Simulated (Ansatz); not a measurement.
The cell is built on a prototype and need not be the phase stable at ambient conditions.

Consider the following.

```yaml
crystal:
  lattice:
    - [7.31235, 0.00000, 0.00000]
    - [0.00000, 7.31235, 0.00000]
    - [3.65617, -3.65617, 5.17061]
  atoms:
    - { symbol: Bi, position: [0.37500, 0.87500, 0.25000] }
    - { symbol: Bi, position: [0.37500, 0.37500, 0.25000] }
    - { symbol: Bi, position: [0.37500, 0.37500, 0.75000] }
    - { symbol: Bi, position: [0.87500, 0.37500, 0.75000] }
    - { symbol: Ti, position: [0.87500, 0.37500, 0.25000] }
    - { symbol: Ti, position: [0.87500, 0.87500, 0.25000] }
    - { symbol: Ti, position: [0.87500, 0.87500, 0.75000] }
    - { symbol: Ti, position: [0.37500, 0.87500, 0.75000] }
    - { symbol: O, position: [0.94862, 0.94862, 0.50000] }
    - { symbol: O, position: [0.55138, 0.55138, 0.50000] }
    - { symbol: O, position: [0.55138, 0.94862, 0.50000] }
    - { symbol: O, position: [0.94862, 0.55138, 0.50000] }
    - { symbol: O, position: [0.55138, 0.94862, 0.89724] }
    - { symbol: O, position: [0.94862, 0.55138, 0.10276] }
    - { symbol: O, position: [0.80138, 0.19862, 0.00000] }
    - { symbol: O, position: [0.19862, 0.80138, 0.00000] }
    - { symbol: O, position: [0.19862, 0.19862, 0.00000] }
    - { symbol: O, position: [0.80138, 0.80138, 0.00000] }
    - { symbol: O, position: [0.19862, 0.80138, 0.60276] }
    - { symbol: O, position: [0.80138, 0.19862, 0.39724] }
    - { symbol: O, position: [0.50000, 0.50000, 0.00000] }
    - { symbol: O, position: [0.25000, 0.25000, 0.50000] }
```

Space group of this cell: Fd-3m. The cell was relaxed by PBE-D3(BJ); by r2SCAN its mean pressure is -1.1 GPa.

Transport runs along the normal of the first two printed cell vectors.

No gap correction and no spin-orbit coupling; mid-gap values are interpolated between computed energies.

Problem. Compute, with r2SCAN run with Ansatz (a first-principles code), the band gap and the smallest decay constant κ at mid-gap.

Solution. Gap 3.05 eV on a 6×6×6 mesh; κ = 0.332 1/Å, at the zone centre.
